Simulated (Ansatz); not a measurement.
The reference is Ti3Al (space group P6_3/mmc, No. 194).

```
CELL_PARAMETERS angstrom
      5.74737     0.00000     0.00000
     -2.87369     4.97737     0.00000
      0.00000     0.00000     4.63190
ATOMIC_POSITIONS crystal
  Ti 0.82982 0.65964 0.25000
  Ti 0.17018 0.82982 0.75000
  Ti 0.34036 0.17018 0.25000
  Ti 0.17018 0.34036 0.75000
  Ti 0.82982 0.17018 0.25000
  Ti 0.65964 0.82982 0.75000
  Al 0.33333 0.66667 0.25000
  Al 0.66667 0.33333 0.75000
```

Cartesian axes are those of the cell as printed.

Level of theory: DFT with r2SCAN, PAW potentials and a 500 eV plane-wave cutoff in Ansatz (an electronic-structure program), scalar-relativistic without spin-orbit coupling, earlier PAW set.

Before the change:

- Pressure = 0.0 GPa
- Shortest interatomic distance = 5.316 bohr
- Band gap = zero

Modification: tensile biaxial strain of 2.51 % in the plane normal to [001], as in epitaxy on a mismatched substrate; the out-of-plane cell vector and the atoms relax.

Problem. Estimate the effect on the energy relative to the base, pressure, shortest interatomic distance and band gap.

Solution. The energy goes up by 15 meV/atom; the pressure (mean of the normal stresses, compression positive) goes from zero to -3.8 GPa; the shortest interatomic distance goes up by 0.025 bohr (5.316 bohr → 5.341 bohr); the band gap stays zero.

Stability against distortions was not tested. The final runs are not spin-polarised.
